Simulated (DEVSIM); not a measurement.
Structure: InP/In0.53Ga0.47As p-n heterojunction, at 300 K.

Layer 1 from the left is InP, thickness (μm) 0.0600, Na (cm⁻³) 2.5e16, τn (s) 9.2e-10, τp (s) 9.2e-10. Layer 2 from the left is In0.53Ga0.47As, thickness (μm) 1.40, Nd (cm⁻³) 1.8e16, τn (s) 9.2e-10, τp (s) 2.8e-9.

Left contact: ohmic. Right contact: ohmic. Voltage is applied to the left contact. Recombination: SRH at mid-gap, radiative. Mobility is μmin + (μ − μmin)/(1 + (N/Nref)^α).

Constants are typed, rounded textbook-type inputs, not results; the design itself was drawn at random and stands for no fabricated device. Values at 300 K.

InP: gap (eV) 1.344, affinity (eV) 4.38, permittivity 12.5, Nc (cm⁻³) 5.7e17, Nv (cm⁻³) 1.1e19, μn (cm²/Vs) 5200, μp (cm²/Vs) 170, μn,min 400, μp,min 10, Nref,n 3e17, Nref,p 4.9e17, αn 0.47, αp 0.62, B (cm³/s) 1.2e-10. In0.53Ga0.47As: gap (eV) 0.74, affinity (eV) 4.51, permittivity 13.9, Nc (cm⁻³) 2.1e17, Nv (cm⁻³) 7.7e18, μn (cm²/Vs) 12000, μp (cm²/Vs) 300, μn,min 300, μp,min 10, Nref,n 1.3e17, Nref,p 4.9e17, αn 0.48, αp 0.4, B (cm³/s) 9.6e-11.

DEVSIM, 1D drift-diffusion, Boltzmann statistics, complete ionisation; no tunnelling, impact ionisation, image-force lowering or self-heating. Band offsets follow the typed affinities; no thermionic-emission limit at abrupt steps, no polarisation charge.

Q: What does the simulation give for the largest field in the device at zero bias, the dark forward voltage at 1 A/cm², the dark forward voltage at 100 A/cm², the potential step across the device at zero bias?

A: largest field in the device at zero bias 77000 V/cm; dark forward voltage at 1 A/cm² 0.515 V; dark forward voltage at 100 A/cm² 0.804 V; potential step across the device at zero bias 0.993 V.
